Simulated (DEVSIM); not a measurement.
**illuminated GaAs p-on-n cell, one wavelength**

System: illuminated GaAs p-on-n cell, one wavelength, at 250 K.

```tsv
layer (left to right)	material	thickness (μm)	Nd (cm⁻³)	Na (cm⁻³)	τn (s)	τp (s)	absorption coefficient (cm⁻¹)
1	GaAs	0.490	-	9.1e17	6.1e-10	7.8e-9	7200
2	GaAs	0.700	6.3e16	-	1.6e-8	1.6e-8	7200
```

Left contact: ohmic, minority electron recombination velocity 4000 cm/s. Right contact: ohmic, minority hole recombination velocity 40000 cm/s. Voltage is applied to the left contact. Recombination: SRH at mid-gap, radiative, Auger. Light enters at the left, 8.4e19 photons cm⁻² s⁻¹, one pass, no reflection. Mobility is constant in doping.

The device is made up for the run: typed textbook-type constants, with dimensions and the other settings drawn at random. Values at 300 K; Nc and Nv go as T^1.5, mobilities as T to minus their exponent, the gap by Varshni's rule with the affinity fixed.

```
parameter             GaAs
----------------  --------
gap (eV)             1.424
affinity (eV)         4.07
permittivity          12.9
Nc (cm⁻³)           4.7e17
Nv (cm⁻³)             9e18
μn (cm²/Vs)           8500
μp (cm²/Vs)            400
T exponent of μn       2.1
T exponent of μp       2.2
B (cm³/s)            2e-10
Cn (cm⁶/s)           1e-30
Cp (cm⁶/s)           1e-30
Varshni α (eV/K)  0.000541
Varshni β (K)          204
```

DEVSIM, 1D drift-diffusion, Boltzmann statistics, complete ionisation; no tunnelling, impact ionisation, image-force lowering or self-heating.

The potential step across the device at zero bias comes out as 1.365 V and the largest field in the device at zero bias comes out as 150000 V/cm. The dark forward voltage at 1 A/cm² is 1.176 V and the dark forward voltage at 100 A/cm² comes out as 1.277 V. The short-circuit current comes out as 7530 mA/cm². The open-circuit voltage is 1.219 V, the fill factor is 0.90 and the largest power comes out as 8280 mW/cm². The share of generated pairs collected at short circuit is 0.972.

Dark forward current:

```csv
V (V),J (A/cm²)
0.05,3.3e-14
0.10,1.3e-13
0.20,1.5e-12
0.25,4.9e-12
0.30,1.6e-11
0.40,1.7e-10
0.45,5.7e-10
0.55,6.2e-9
0.60,2.1e-8
0.65,6.8e-8
0.75,7.6e-7
0.80,2.6e-6
0.85,8.9e-6
0.95,0.00013
1.00,0.00064
1.10,0.034
1.15,0.31
1.20,3.1
1.30,280
1.35,2100
```

Current under light (generator sign):

| V (V) | J (mA/cm²) |
|---|---|
| 0.00 | 7530 |
| 0.20 | 7520 |
| 0.42 | 7510 |
| 0.62 | 7490 |
| 0.84 | 7480 |
| 1.06 | 7450 |
| 1.08 | 7440 |
| 1.10 | 7410 |
| 1.12 | 7360 |
| 1.14 | 7240 |
| 1.16 | 6950 |
| 1.18 | 6210 |
| 1.20 | 4370 |
| 1.22 | -217 |
